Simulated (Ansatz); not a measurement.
# Sc: pressure series

Start from Sc (space group P6_222, No. 180; a = 3.197 Å, c = 8.034 Å; a cell from a computed database, its experimental status unchecked).

Cell and atoms are relaxed at each pressure.

The values are results of Ansatz (a first-principles code) PBEsol, without spin-orbit coupling, not measurements.

Notes on the quantities. enthalpy: H = E + PV relative to the base's energy.

```json
[
 {"variant": "base", "enthalpy": "–", "density": "3.15 g/cm³", "shortest interatomic distance": "3.119 Å"},
 {"variant": "pressure −2 GPa", "enthalpy": "-0.30 eV/atom", "density": "3.02 g/cm³", "shortest interatomic distance": "3.164 Å"},
 {"variant": "pressure −1 GPa", "enthalpy": "-0.15 eV/atom", "density": "3.09 g/cm³", "shortest interatomic distance": "3.141 Å"},
 {"variant": "pressure 0.3 GPa", "enthalpy": "+0.04 eV/atom", "density": "3.17 g/cm³", "shortest interatomic distance": "3.112 Å"},
 {"variant": "pressure 0.7 GPa", "enthalpy": "+0.10 eV/atom", "density": "3.19 g/cm³", "shortest interatomic distance": "3.104 Å"},
 {"variant": "pressure 1.5 GPa", "enthalpy": "+0.22 eV/atom", "density": "3.24 g/cm³", "shortest interatomic distance": "3.088 Å"},
 {"variant": "pressure 3 GPa", "enthalpy": "+0.43 eV/atom", "density": "3.32 g/cm³", "shortest interatomic distance": "3.058 Å"},
 {"variant": "pressure 5 GPa", "enthalpy": "+0.71 eV/atom", "density": "3.43 g/cm³", "shortest interatomic distance": "3.023 Å"},
 {"variant": "pressure 7.5 GPa", "enthalpy": "+1.04 eV/atom", "density": "3.55 g/cm³", "shortest interatomic distance": "2.985 Å"},
 {"variant": "pressure 10 GPa", "enthalpy": "+1.36 eV/atom", "density": "3.67 g/cm³", "shortest interatomic distance": "2.950 Å"}
]
```

Load acts through the strain it causes; cell and atoms are relaxed under it. No phonon test of stability was made. No other phases were tried under pressure. The base started in P6_122 and relaxed to P6_222 at this level. The final runs are not spin-polarised. Sc has a high density of states at the Fermi level and may be magnetic at this level. This is not the structure that Sc has at room temperature and ambient pressure.
